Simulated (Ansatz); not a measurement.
The reference is BeTe in the zinc blende structure (space group F-43m, No. 216; a = 5.6043 Å). Axes: x, y, z lie along the cube axes.

Level of theory: PBEsol/PAW in Ansatz (an electronic-structure program), no spin-orbit coupling.

Before the change:

| Item | Value |
|---|---|
| Pressure | 0.1 kbar |
| Electron mass | 1.4 mₑ along k, 0.25 mₑ across (at X) |

It is then changed as follows: the cell is stretched by 1.00 % along z with no lateral relaxation, atoms relaxed at fixed cell.

Estimate the effect on the pressure.

The pressure (mean of the normal stresses, compression positive) drops by 5.9 kbar (0.1 kbar → -5.8 kbar).

Estimate the effect on the electron mass.

The electron mass goes from 1.4 mₑ along k, 0.25 mₑ across (at X) to 1.5 mₑ along k, 0.25 mₑ across (at X).

Spin-orbit coupling, missing from the scalar runs, can matter with Te. The levels and masses belong to the bands next to the band gap. The cells carry an imposed strain or load. Masses are band curvatures over ±0.01 Å⁻¹ around the edge. Along k means along the line from Γ to the band edge. Whether these cells are dynamically stable was not tested.
